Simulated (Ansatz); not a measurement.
## 1T (CdI2-type) PtTe2

Level of theory: HSE06-D3(BJ) in Ansatz (PAW).

Cell: relaxed with PBE-D3(BJ): a = 4.0531 Å, b = 4.0531 Å, c = 5.0920 Å, α = 90.00°, β = 90.00°, γ = 120.00°.

```json
{
  "interlayer_binding_energy": "69.1 meV/Å²"
}
```

Note: exact exchange on metals is sensitive to the k mesh and can open a false gap; the run warned that the count of filled bands differs between k points.

Spin–orbit coupling is not included.

Cost on a shared machine: very roughly 40 core-minutes.

Ansatz is a program for electronic structure.
